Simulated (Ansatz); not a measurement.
# Step by step: formation energy of Ag_Al in Al (fcc, Fm-3m)

Consider the formation energy of Ag_Al in Al (fcc, Fm-3m). Reaction: 63 Al (fcc) + Ag (fcc) → cell A.

A: a supercell of 64 sites of Al (fcc, Fm-3m) with Ag on an Al site (12 Al at 2.87 Å); spin state with PBE: run without spin.

Setting: static, neutral cells in Ansatz (PAW) whose structures rest at the PBE level. Ansatz (a first-principles code) runs with its PAW set soft_1. Larger cells are relaxed from a start prepared with the learned potential CHGNet, on a coarser mesh till forces fall under 0.03 eV/Å, which some starts already meet. A dispersion term (D3(BJ), or D4 for r2SCAN) was computed beside these levels and is taken off wherever the name lacks it. Space groups of crystals are read within 0.01 Å. Mesh and cell size may move defect energies by 0.1 eV or more. Cell A has symmetry Fm-3m within 0.02 Å and got no random move, so less symmetric positions, which may lie lower, weren't tried.

Total energies of the cells in eV, at zero smearing width. They compare only within one column; the weights balance every element.

```tsv
cell	atoms	weight	PBE
A: Al:Ag_Al	64	+1	-41453.54038
Al (fcc)	64	−63/64	-34400.53354
Ag (fcc)	1	−1	-7590.61499
```

PBE: (-41453.54038) − 63/64 × (-34400.53354) − (-7590.61499) = 0.100 eV.
